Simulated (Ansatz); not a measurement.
The starting structures come from a database of crystals and need not be the phases stable at ambient conditions.

 Where the default PAW files enter, the runs use the earlier of Ansatz's two default sets.

The decay constant κ of evanescent states in the gap governs leakage through a thin film.

Given:

```yaml
crystal:
  lattice:
    - [5.39138, 0.00000, 0.00000]
    - [-2.69569, 4.66907, 0.00000]
    - [2.69569, 1.55636, 4.40204]
  atoms:
    - { symbol: Sr, position: [0.50000, 0.25000, 0.25000] }
    - { symbol: Sr, position: [0.50000, 0.75000, 0.75000] }
    - { symbol: H, position: [0.45230, 0.22615, 0.77385] }
    - { symbol: H, position: [0.54770, 0.77385, 0.22615] }
    - { symbol: H, position: [0.00000, 0.22615, 0.77385] }
    - { symbol: H, position: [0.00000, 0.77385, 0.22615] }
    - { symbol: H, position: [0.00000, 0.77385, 0.77385] }
    - { symbol: H, position: [0.00000, 0.22615, 0.22615] }
    - { symbol: Os, position: [0.00000, 0.00000, 0.00000] }
```

Space group of this cell: Fm-3m. The cell is taken as given.

Transport runs along the normal of the first two printed cell vectors, the (111) plane of the conventional cell.

The gap is the functional's own. No spin-orbit coupling. Mid-gap values are interpolated on the energy grid.

**Question.** Compute, with r2SCAN (Ansatz, a first-principles code), the band gap and the smallest decay constant κ at mid-gap.

**Answer.** Gap 2.78 eV on a 8×8×8 mesh; κ = 0.408 1/Å, at (0.500, 0.000) of the in-plane reciprocal vectors. At the zone centre, at the nearest computed energy, the slowest state has κ = 0.44 1/Å.
